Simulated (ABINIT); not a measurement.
**A self-consistent single point of Ga (Cmce, 4 atoms in the cell) with ABINIT**

Method of the run: PBE, PAW (JTH v2.0 PBE PAW) (plane waves; ABINIT).

The input file:

```
# Ga, JTH v2.0 PBE PAW
pp_dirpath "./"
pseudos "Ga.GGA_PBE-JTH.xml"
acell 4.4288647160 4.4288647160 4.5873880000 Angstrom
rprim
         0.5038620827   -0.8637841175    0.0000000000
         0.5038620827    0.8637841175    0.0000000000
         0.0000000000    0.0000000000    1.0000000000
natom 4
ntypat 1
znucl 31
typat 1 1 1 1
xcart
         4.2169937670   -2.2512053083    3.6010639459
         4.2169937670    2.2512053083    5.0678430014
         4.2169937670   -4.9780988288    7.9355174196
         4.2169937670    4.9780988288    0.7333895277
ecut 40 Ry
pawecutdg 80 Ry
pawxcdev 0
ixc 11
occopt 3
tsmear 0.136 eV
nband 34
kptopt 1
ngkpt 6 6 5
nshiftk 1
shiftk 0 0 0
nstep 50
tolvrs 1.0e-12
prtwf 0
prtden 0
enunit 2
```

Output (repeated stretches shortened):

```
 Symmetries : space group Cm c a (# 64); Bravais oC (1-face-center ortho.)

 -outvars: echo values of preprocessed input variables --------
            acell      8.3693413928E+00  8.3693413928E+00  8.6689069853E+00 Bohr
             ecut      2.00000000E+01 Hartree
           enunit           2
              ixc          11
         kptrlatt        6    0    0      0    6    0      0    0    5
          kptrlen      4.33445349E+01
            natom           4
            nband          34
            ngfft          36      36      36
          ngfftdg          48      48      50
             nkpt          39
            nstep          50
             nsym           8
           ntypat           1
           occopt           3
        pawecutdg      4.00000000E+01 Hartree
         pawxcdev           0
            rprim      5.0386208270E-01 -8.6378411750E-01  0.0000000000E+00
                       5.0386208270E-01  8.6378411750E-01  0.0000000000E+00
                       0.0000000000E+00  0.0000000000E+00  1.0000000000E+00
          spgroup          64
           tolvrs      1.00000000E-12
           tsmear      4.99790825E-03 Hartree
            typat      1  1  1  1
           useylm           1
             xred      6.5569999828E-01  3.4429999745E-01  4.1539999709E-01
                       3.4429999745E-01  6.5569999828E-01  5.8459999853E-01
                       8.4429999745E-01  1.5569999828E-01  9.1539999709E-01
                       1.5569999828E-01  8.4429999745E-01  8.4599998532E-02
            znucl       31.00000

== DATASET  1 ==================================================================

 Exchange-correlation functional for the present dataset will be:
  GGA: Perdew-Burke-Ernzerhof functional - ixc=11
 Citation for XC functional:
  J.P.Perdew, K.Burke, M.Ernzerhof, PRL 77, 3865 (1996)

 Real(R)+Recip(G) space primitive vectors, cartesian coordinates (Bohr,Bohr^-1):
 R(1)=  4.2169938 -7.2293042  0.0000000  G(1)=  0.1185679 -0.0691629  0.0000000
 R(2)=  4.2169938  7.2293042  0.0000000  G(2)=  0.1185679  0.0691629  0.0000000
 R(3)=  0.0000000  0.0000000  8.6689070  G(3)=  0.0000000  0.0000000  0.1153548
 Unit cell volume ucvol=  5.2855940E+02 bohr^3
 Angles (23,13,12)=  9.00000000E+01  9.00000000E+01  1.19488312E+02 degrees

 Coarse grid specifications (used for wave-functions):

 getcut: wavevector=  0.0000  0.0000  0.0000  ngfft=  36  36  36
         ecut(hartree)=     20.000   => boxcut(ratio)=   2.06280

 Fine grid specifications (used for densities):

 getcut: wavevector=  0.0000  0.0000  0.0000  ngfft=  48  48  50
         ecut(hartree)=     40.000   => boxcut(ratio)=   2.01452

   4.91255309E+03                                ecore*ucvol(ha*bohr**3)

_setup2: Arith. and geom. avg. npw (full set) are    2258.172    2258.158

--- !BeginCycle
solver: {iscf: 17, nstep: 50, nline: 4, wfoptalg: 10, }
tolerances: {tolvrs: 1.00E-12, }
...

     iter   Etot(hartree)      deltaE(h)  residm     nres2
 ETOT  1  -315.76955714106    -3.158E+02 5.805E-01 1.950E+00
 ETOT  2  -316.31095695014    -5.414E-01 2.458E-02 3.602E-01
 ETOT  3  -316.30983910686     1.118E-03 1.743E-03 4.453E-02
 ETOT  4  -316.30972622723     1.129E-04 5.894E-04 4.803E-03
 ETOT  5  -316.30975943873    -3.321E-05 3.979E-04 7.081E-04
 ETOT  6  -316.30976053647    -1.098E-06 3.365E-04 6.717E-05
   [... 2 lines left out ...]
 ETOT  9  -316.30976077231     2.942E-10 1.596E-05 1.605E-08
 ETOT 10  -316.30976077233    -2.427E-11 9.998E-06 4.424E-10
 ETOT 11  -316.30976077233    -2.046E-12 7.350E-06 7.071E-11
 ETOT 12  -316.30976077233     1.819E-12 8.600E-06 1.130E-12
 ETOT 13  -316.30976077233    -2.444E-12 6.380E-06 1.055E-13

 At SCF step   13       nres2   =  1.06E-13 < tolvrs=  1.00E-12 =>converged.

 Cartesian components of stress tensor (hartree/bohr^3)
  sigma(1 1)= -9.76847220E-05  sigma(3 2)=  0.00000000E+00
  sigma(2 2)= -6.00667773E-05  sigma(3 1)=  0.00000000E+00
  sigma(3 3)= -4.47824865E-05  sigma(2 1)=  0.00000000E+00

 ----iterations are completed or convergence reached----

 reduced coordinates (array xred) for    4 atoms
       0.655699998280      0.344299997445      0.415399997086
       0.344299997445      0.655699998280      0.584599998532
       0.844299997445      0.155699998280      0.915399997086
       0.155699998280      0.844299997445      0.084599998532
 cartesian forces (eV/Angstrom) at end:
    1     -0.00000000000000     0.01532895200077     0.01869440971939
    2     -0.00000000000000    -0.01532895200077    -0.01869440971939
    3      0.00000000000000    -0.01532895200077     0.01869440971939
    4     -0.00000000000000     0.01532895200077    -0.01869440971939
 frms,max,avg= 1.3957766E-02 1.8694410E-02   0.000E+00  0.000E+00  0.000E+00 e/A
 length scales=  8.369341392840  8.369341392840  8.668906985286 bohr
              =  4.428864716000  4.428864716000  4.587388000000 angstroms
 Fermi (or HOMO) energy (hartree) =   0.18885   Average Vxc (hartree)=  -0.35273
 Eigenvalues (hartree) for nkpt=  39  k points:
 kpt#   1, nband= 34, wtk=  0.00556, kpt=  0.0000  0.0000  0.0000 (reduced coord)
  -0.36863   -0.36805   -0.36667   -0.36635   -0.36616   -0.36491   -0.36258   -0.36085
  -0.35967   -0.35896   -0.35875   -0.35874   -0.35799   -0.35708   -0.35570   -0.35404
  -0.35232   -0.35193   -0.35058   -0.34808   -0.21777    0.02775    0.04458    0.12863
   0.13325    0.16184    0.22476    0.22502    0.23121    0.37691    0.38332    0.42653
   0.43218    0.45913
      occupation numbers for kpt#   1
   2.00000    2.00000    2.00000    2.00000    2.00000    2.00000    2.00000    2.00000
   2.00000    2.00000    2.00000    2.00000    2.00000    2.00000    2.00000    2.00000
   2.00000    2.00000    2.00000    2.00000    2.00000    2.00000    2.00000    1.99999
   1.99997    1.99106    0.00152    0.00144    0.00042    0.00000    0.00000    0.00000
   0.00000    0.00000
 prteigrs : prtvol=0 or 1, do not print more k-points.

 Fermi (or HOMO) energy (eV) =   5.13895   Average Vxc (eV)=  -9.59836
 Eigenvalues (   eV  ) for nkpt=  39  k points:
 kpt#   1, nband= 34, wtk=  0.00556, kpt=  0.0000  0.0000  0.0000 (reduced coord)
 -10.03098  -10.01513   -9.97757   -9.96895   -9.96366   -9.92977   -9.86620   -9.81922
  -9.78709   -9.76773   -9.76205   -9.76177   -9.74135   -9.71665   -9.67904   -9.63385
  -9.58717   -9.57640   -9.53968   -9.47165   -5.92576    0.75515    1.21318    3.50018
   3.62600    4.40382    6.11603    6.12313    6.29162   10.25621   10.43054   11.60647
  11.76028   12.49347
 prteigrs : prtvol=0 or 1, do not print more k-points.

--- !EnergyTerms
comment             : Components of total free energy in Hartree
kinetic             :  1.96135600998696E+01
hartree             :  9.31133994394276E+01
xc                  : -6.45799747304574E+00
Ewald energy        : -1.84803392505756E+02
psp_core            :  9.29423094058427E+00
local_psp           : -2.46608221760041E+02
spherical_terms     : -4.59329690736432E-01
internal            : -3.16307750949697E+02
'-kT*entropy'       : -2.00989659435730E-03
total_energy        : -3.16309760846292E+02
total_energy_eV     : -8.60722632105324E+03
...

-Cartesian components of stress tensor (GPa)         [Pressure=  1.9863E+00 GPa]
- sigma(1 1)= -2.87398326E+00  sigma(3 2)=  0.00000000E+00
- sigma(2 2)= -1.76722530E+00  sigma(3 1)=  0.00000000E+00
- sigma(3 3)= -1.31754602E+00  sigma(2 1)=  0.00000000E+00

 Calculation completed.
```

The run converged in 13 iterations.

The starting cell comes from a database of computed structures (which also holds hypothetical and non-ambient phases and stackings), without a prior relaxation at this level. Its lattice was rescaled by a random factor within 2.5 % of one.

Cost on one core of a shared machine: roughly 3 min.
